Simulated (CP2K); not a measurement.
CP2K 2026.2, DFT, PBE, Gaussian and plane waves, DZVP-MOLOPT bases, GTH-PBE potentials: diamond-structure Si with 2 Ge on Si sites, atoms displaced (Si62Ge2), unrelaxed at the host's lattice constant, 64 atoms. Basis and mesh were picked for this test and aren't claimed converged.

```text
&GLOBAL
  PROJECT run
  RUN_TYPE ENERGY_FORCE
  PRINT_LEVEL LOW
  &TIMINGS
    THRESHOLD 0.005
  &END TIMINGS
&END GLOBAL
&FORCE_EVAL
  METHOD Quickstep
  &DFT
    BASIS_SET_FILE_NAME BASIS_MOLOPT
    POTENTIAL_FILE_NAME GTH_POTENTIALS
    &QS
      METHOD GPW
      EPS_DEFAULT 1.0E-12
    &END QS
    &MGRID
      CUTOFF 280
      REL_CUTOFF 50
    &END MGRID
    &XC
      &XC_FUNCTIONAL PBE
      &END XC_FUNCTIONAL
    &END XC
    &SCF
      SCF_GUESS ATOMIC
      EPS_SCF 1.0E-6
      MAX_SCF 25
      &OT
        MINIMIZER DIIS
        PRECONDITIONER FULL_SINGLE_INVERSE
      &END OT
      &OUTER_SCF
        MAX_SCF 12
        EPS_SCF 1.0E-6
      &END OUTER_SCF
    &END SCF
  &END DFT
  &SUBSYS
    &CELL
      A 10.86200000 0.00000000 0.00000000
      B 0.00000000 10.86200000 0.00000000
      C 0.00000000 0.00000000 10.86200000
    &END CELL
    &COORD
      SCALED
      Si 0.00097300 0.99971000 0.00090500
      Si 0.12436700 0.12299700 0.12921300
      Si 0.00166800 0.25189600 0.24966700
      Si 0.12177700 0.37535500 0.37799700
... (57 lines of coordinates left out) ...
      Si 0.87768100 0.87309800 0.62893900
      Ge 0.37727300 0.12854700 0.37156800
      Ge 0.25254700 0.00167400 0.74551100
    &END COORD
    &KIND Si
      ELEMENT Si
      BASIS_SET DZVP-MOLOPT-SR-GTH-q4
      POTENTIAL GTH-PBE-q4
    &END KIND
    &KIND Ge
      ELEMENT Ge
      BASIS_SET DZVP-MOLOPT-SR-GTH-q4
      POTENTIAL GTH-PBE-q4
    &END KIND
  &END SUBSYS
  &PRINT
    &FORCES ON
      NDIGITS 10
    &END FORCES
  &END PRINT
&END FORCE_EVAL
```

The program reports basis functions: 832.

It runs on a single node (Intel Xeon 6 (Granite Rapids), 96 cores on 1 socket, 2 hardware threads a core, 3 L3 cache groups, 3 NUMA nodes).

Each set of copies ran two to five times on the otherwise empty node; times are medians from launch to the last exit. Unless noted, each process is bound to its own block of adjacent cores. The times hold for this build (conda-forge: MPICH, OpenMP, OpenBLAS, FFTW, ScaLAPACK, ELPA, COSMA, DBCSR on BLAS). Scratch files lie in a memory file system.

Ways to fill 96 cores (the node offers 665 GiB):
- 4 copies of 24 ranks
- 96 ranks
- 2 copies of 48 ranks
- 6 copies of 16 ranks
- 3 copies of 32 ranks
- 12 copies of 8 ranks

Question: Many such jobs are to be run on this machine. Which way of sharing its cores gives the most finished jobs an hour?

Answer: 12 copies of 8 ranks: 1200 jobs an hour; within 8 % of it: 6 copies of 16 ranks. At the low end 96 ranks gives 490. The best is the narrowest job tried, and narrower ones have no timing here. One job is done soonest with 96 ranks (7.3 s against 37 s). Alone on the node, 16 ranks takes 17 s; beside 5 other copies 20 s.

| way | time till all copies end | jobs an hour | memory in all, scratch files included |
|---|---|---|---|
| 12 copies of 8 ranks | 37 s | 1200 | 29 GiB |
| 6 copies of 16 ranks | 20 s | 1100 | 23 GiB |
| 4 copies of 24 ranks | 14 s | 1000 | 22 GiB |
| 3 copies of 32 ranks | 12 s | 910 | 21 GiB |
| 2 copies of 48 ranks | 9.7 s | 740 | 20 GiB |
| 96 ranks | 7.3 s | 490 | 19 GiB |

6 planned settings were not run, for want of time.
